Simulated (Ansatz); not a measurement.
# ZnO: strain along the normal

ZnO (wurtzite, P6_3mc, 11.778 Å³/atom at rest, c along z) under an equal strain ε in the (0001) plane with the normal axis free, as in a coherent film. PBEsol in Ansatz, a plane-wave DFT program (PAW, default set), 420 eV, 12×12×7 Γ-centred mesh, Fermi-Dirac smearing 0.05 eV; ions are relaxed within the symmetry of each cell.

Here s stands for strain and y for normal strain.

```
strain (%)  normal strain (%)
----------  -----------------
-3.00                       ?
-1.20                    1.20
-0.60                    0.60
0.00                     0.00
0.60                    -0.61
1.20                    -1.23
```

Problem. Fit y against s with a straight line, and predict the withheld value at s = -3.00.

Solution. Means: s 0, y -0.008. About the means, the sum of products is -3.6420 and the sum of squares of s is 3.6000; the slope is their ratio. Least squares gives y = -0.008 - 1.0117·s. Residuals (row less fit): -0.006, 0.001, 0.008, 0.005, -0.008; standard error 0.008 (degrees of freedom: 3). The slope, -1.01 ± 0.00, is the elastic response of the normal axis, −2C13/C33. At the withheld row, y = -0.008 - 1.0117 × (-3.0) = 3.027%. The calculation gives 2.94%, 0.087% below the prediction (2.1 % of the range of y in the table). The row lies outside the fitted rows, so this is an extrapolation. From the scatter of the fitted rows alone, a prediction at this place has a standard error of 0.015%, so the miss is 5.8 times that.

One order more, fitted to all 11 runs of the series, follows each within 0.02, so the miss is the next term of a smooth law. Rows are the converged runs of the series near zero and its far end; series whose fitted rows scatter by over a few per cent of the range, as at a crossing or softening among them, aren't shown in this form. Most that stay on the fit to the last digits aren't either.
